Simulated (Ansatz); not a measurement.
Structure of amorphous In9Ga9Zn9O37Na2 (periodic cell):

```xyz
66
Lattice="9.3050 0.0585 0.1534 0.0585 9.3225 0.2504 0.1534 0.2504 9.6518" Properties=species:S:1:pos:R:3 pbc="T T T"
In     8.1801     4.9578     6.5282
In     2.5241     6.5458     2.3681
In     8.2090     3.3208     3.1058
In     0.6395     9.1348     9.5060
In     7.1377     1.4301     8.1738
In     6.9548     0.2758     1.5497
In     0.1755     1.6494     6.0686
In     1.1914     7.3476     6.1929
In     4.4522     5.9756     8.6836
Ga     6.7268     4.2010     0.2623
Ga     0.5131     0.1107     3.2260
Ga     8.5106     6.7617     3.4582
Ga     5.0696     3.3758     2.8423
Ga     4.2481     9.2553     8.9496
Ga     2.2314     4.1221     7.1255
Ga     6.0015     8.0006     6.4032
Ga     3.8349     8.2801     4.2819
Ga     3.1491     1.1503     6.1558
Zn     2.3452     3.8462     1.0336
Zn     7.6488     7.1861     8.8631
Zn     4.1906     2.5991     9.3418
Zn     4.1914     5.4568     4.9263
Zn     0.6870     5.9775     9.6972
Zn     5.6293     6.4631     2.2254
Zn     6.0682     1.5089     4.9144
Zn     3.3683     0.4698     1.6390
Zn     9.4520     3.0712     9.6365
O      7.2996     2.3091     0.2966
O      0.4824     7.4071     8.3051
O      0.9069     5.2584     6.4966
O      7.0868     6.6184     7.0800
O      6.5738     4.3473     2.1530
O      0.4994     6.5460     1.9090
O      3.7433     5.1460     6.8369
O      4.1402     7.9096     2.4286
O      8.5086     4.9447     9.0346
O      5.0593     0.5714     0.3498
O      5.3663     4.0506     8.8876
O      4.9677     3.2589     4.6786
O      2.5748     6.8737     4.6072
O      9.1346     0.3546     1.6854
O      2.5963     5.6893     0.3483
O      8.3032     5.1082     4.3470
O      6.8763     0.3225     6.3181
O      9.2312     8.0416     4.6710
O      4.3971     0.3732     5.0589
O      7.0827     7.6452     2.7140
O      4.0724     5.1344     2.9265
O      7.6346     2.9442     6.5469
O      9.3778     1.6002     8.2806
O      9.2806     1.8105     4.1866
O      2.2148     3.3574     8.8203
O      3.6892     2.5789     1.7556
O      5.9933     6.1206     0.2681
O      7.7058     9.0024     9.5254
O      4.6341     7.9003     7.7986
O      4.2724     1.5082     7.6102
O      2.1087     2.7058     5.8866
O      2.6791     9.2392     9.9251
O      6.5363     1.7763     3.0326
O      0.5326     3.4579     1.6263
O      2.3472     0.2930     3.2980
O      1.7107     9.3591     6.5320
O      5.2809     7.1526     4.9477
Na     5.3456     3.5293     6.7610
Na     2.1747     2.6744     3.6117
```

Method: PBE, scalar-relativistic without spin-orbit coupling (plane waves to 420 eV, PAW; Ansatz, a first-principles code).

The cell was made by melting and quenching with the CHGNet potential and then relaxed with DFT. O atoms were pushed apart under 1.9 Å during the dynamics, to hinder bonds among them. The hot cell started wider than the set density and was brought back towards it in steps. It is the lowest in DFT energy of 2 quenches. It is a model cell: composition and starting density were chosen by hand, and all elements were melted together. No dispersion term was used. Its density started from a set value of 5.73 and ended at 5.73 g/cm³. The simulated quench (nominally 320 K/ps over its main leg) is rapid and tends to freeze in more defects than a deposited or slowly cooled glass has. Values belong to this one cell and scatter from quench to quench. The volume was held where the preparation left it and the shape relaxed, at a PBE pressure of 3.0 GPa. Stress components on the final sampling reach 3.2 GPa.

Cut-offs for bonds: In-In 3.12 Å, In-Ga 2.90 Å, In-Zn 2.90 Å, In-O 2.60 Å, In-Na 3.39 Å, Ga-Ga 2.68 Å, Ga-Zn 2.68 Å, Ga-O 2.32 Å, Ga-Na 3.17 Å, Zn-Zn 2.68 Å, Zn-O 2.52 Å, Zn-Na 3.17 Å, O-O 1.58 Å, O-Na 2.78 Å, Na-Na 3.65 Å. Two cations that share two anions don't count as bonded, nor two that share one unless they lie closer than In-In 3.04 Å, In-Ga 2.82 Å, In-Zn 2.82 Å, In-Na 3.30 Å, Ga-Ga 2.61 Å, Ga-Zn 2.61 Å, Ga-Na 3.08 Å, Zn-Zn 2.61 Å, Zn-Na 3.08 Å, Na-Na 3.55 Å.

Problem. Give the coordination numbers, mean bond lengths and angles.

Solution. 
```yaml
Mean coordination of In by anions: 5.11 (8 with 5, 1 with 6); 2 close contacts or bonds to cations besides
Mean coordination of Ga by anions: 4.33 (6 with 4, 3 with 5); 1 close contacts or bonds to cations besides
Mean coordination of Zn by anions: 4.67 (3 with 4, 6 with 5); 1 close contacts or bonds to cations besides
Mean coordination of O: 3.70 (13 with 3, 22 with 4, 2 with 5)
Mean coordination of Na by anions: 5.00 (2 with 5); 4 close contacts or bonds to cations besides
Mean In-O bond: 2.172 Å (spread 0.088 Å, 46 counted)
Mean Zn-O bond: 2.070 Å (spread 0.111 Å, 42 counted)
Mean Ga-O bond: 1.906 Å (spread 0.073 Å, 39 counted)
Mean O-Na bond: 2.361 Å (spread 0.148 Å, 10 counted)
Bond angle at In: mean 104.9°, spread 29.4°
Bond angle at Ga: mean 107.3°, spread 21.6°
Bond angle at Zn: mean 105.9°, spread 25.0°
Bond angle at O: mean 110.0°, spread 19.5°
Bond angle at Na: mean 98.1°, spread 32.8°
```

Problem. List the pairs of like atoms that count as bonded by the rules above.

Solution. There are none by these rules.
